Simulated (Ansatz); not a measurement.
**How the band gap of WSeS (P-3m1, No. 164, 6 atoms in the cell; start mp-1216174) moves with the method**

No measured value is used here.

```json
[
 {"level (code)": "LDA (Ansatz)", "value (eV)": "…"},
 {"level (code)": "PBEsol (Ansatz)", "value (eV)": "0.67"},
 {"level (code)": "PBEsol+SOC (Ansatz)", "value (eV)": "0.63 (indirect)"},
 {"level (code)": "r²SCAN (Ansatz)", "value (eV)": "0.84"},
 {"level (code)": "r²SCAN+SOC (Ansatz)", "value (eV)": "0.79 (indirect)"}
]
```

Q: Fill in the missing entries.

A: 
- LDA (Ansatz, a first-principles code), value (eV): 0.65

Computed values are for a static lattice. Spin–orbit coupling is included only where a level's name says +SOC; with heavier elements it mostly lowers gaps and can invert bands. The crystal itself was run without spin with LDA, PBEsol, r²SCAN; a magnetic state was not tried in these runs. Values are at the PBE-D3(BJ) cell. Cutoffs differ between the levels. Ansatz's density-functional and Hartree–Fock values are scalar-relativistic unless marked +SOC, with PAW data made under PBE.

A start named mp-… is a Materials Project structure, which need not be a measured phase.
